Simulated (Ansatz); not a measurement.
Worked example: self-consistent single point of InAs (F-43m, 2 atoms in the cell) in Ansatz (a quantum-chemistry and plane-wave program).

Computed with PBE (plane waves, PAW; Ansatz).

The change in words: lattice scaled by 0.98. Reference geometry:
```yaml
crystal:
  lattice:
    - [0.00000, 3.03000, 3.03000]
    - [3.03000, 0.00000, 3.03000]
    - [3.03000, 3.03000, 0.00000]
  atoms:
    - { symbol: In, position: [0.00000, 0.00000, 0.00000] }
    - { symbol: As, position: [0.25000, 0.25000, 0.25000] }
```

Reference input (self-consistent single point, DFT, PBE, plane waves, default PAW files): kpoints.mp_grid.grid = 9 9 9; hamiltonian.xc = pbe; hamiltonian.pseudopotentials = {kind: paw} (the program's default PAW files); scf.occupations.method = fermi_dirac; scf.occupations.width = 0.0037 Ry. This run's input differs from it in these lines:

Ansatz 0.2 input:
```diff
@@ -2,8 +2,8 @@
   lattice:
-    - [0.00000000, 3.03000000, 3.03000000]
-    - [3.03000000, 0.00000000, 3.03000000]
-    - [3.03000000, 3.03000000, 0.00000000]
+    - [0.00000000, 2.96940000, 2.96940000]
+    - [2.96940000, 0.00000000, 2.96940000]
+    - [2.96940000, 2.96940000, 0.00000000]
   atoms:
     - { symbol: In, position_ang: [0.00000000, 0.00000000, 0.00000000] }
-    - { symbol: As, position_ang: [1.51500000, 1.51500000, 1.51500000] }
+    - { symbol: As, position_ang: [1.48470000, 1.48470000, 1.48470000] }
 kpoints:
```

The program printed (abridged):

```
SCF iter   1: F=—  HF=-10454.319322 eV  |F-HF|=—  |Δ(HF+E_count)|=         —  Δρ=2.23e-3  dr2=5.34e-3  ethr=1.77e-3  ⟨swp⟩=6.0  Hψ=3093  notcnv=0
all-band conjugate gradients solve this SCF's bands
preconditioner: auto → none
SCF iter   2: F=—  HF=-10454.316832 eV  |F-HF|=—  |Δ(HF+E_count)|=   2.49e-3  Δρ=8.97e-4  dr2=4.17e-4  ethr=1.91e-5  ⟨swp⟩=2.0  Hψ=1362  notcnv=0
SCF iter   3: F=—  HF=-10454.316741 eV  |F-HF|=—  |Δ(HF+E_count)|=   9.02e-5  Δρ=2.58e-4  dr2=3.75e-5  ethr=1.49e-6  ⟨swp⟩=2.0  Hψ=946  notcnv=0
SCF iter   4: F=—  HF=-10454.316762 eV  |F-HF|=—  |Δ(HF+E_count)|=   2.04e-5  Δρ=9.51e-5  dr2=4.53e-6  ethr=1.34e-7  ⟨swp⟩=2.0  Hψ=768  notcnv=0
SCF iter   5: F=—  HF=-10454.316767 eV  |F-HF|=—  |Δ(HF+E_count)|=   5.60e-6  Δρ=2.60e-5  dr2=3.83e-7  ethr=1.62e-8  ⟨swp⟩=2.0  Hψ=1121  notcnv=0
SCF iter   6: F=-10454.316767 eV  HF=-10454.316767 eV  |F-HF|=4.35e-10  |Δ(HF+E_count)|=   9.82e-8  Δρ=3.94e-6  dr2=6.25e-9  ethr=3.57e-10  ⟨swp⟩=5.9  Hψ=2928  notcnv=0
SCF 1 converged in 6 iterations: F = -10454.316767 eV  dr2 = 6.25e-9
Free energy (F): -10454.316767 eV
Internal energy: -10454.316393 eV  (E = F + TS)
E sigma→0 (E₀):  -10454.316580 eV
Entropy (-TS):   -0.000375 eV (-0.187 meV/atom)
Fermi energy:    8.688047 eV
--- Forces (eV/Å), atoms counted from 1 ---
  atom   1  In     0.00000000    -0.00000000    -0.00000000
  atom   2  As    -0.00000000     0.00000000     0.00000000
--- Stress (GPa, compression-positive) ---
        7.953839      -0.000000      -0.000000
       -0.000000       7.953839       0.000000
       -0.000000       0.000000       7.953839
  P = ⅓ Tr σ = 7.9538 GPa (79.538 kbar)
  The stress holds the Pulay correction. Without it, at fixed plane waves, as pw.x and ABINIT print it: P = 7.9157 GPa
```

The run converged in 6 iterations. Against the reference run the free energy rises by 57.3 meV/atom and the pressure goes from 3.49 to 7.95 GPa.

The starting cell has typed, rounded lattice constants, without a prior relaxation at this level. For this run, on top of that: lattice scaled by 0.98. With a pressure of about 8 GPa the cell is away from its equilibrium volume at this level. Ansatz's pressure includes its estimate of the finite-basis (Pulay) stress. A gap is left out here, as mesh or smearing make it unsure.
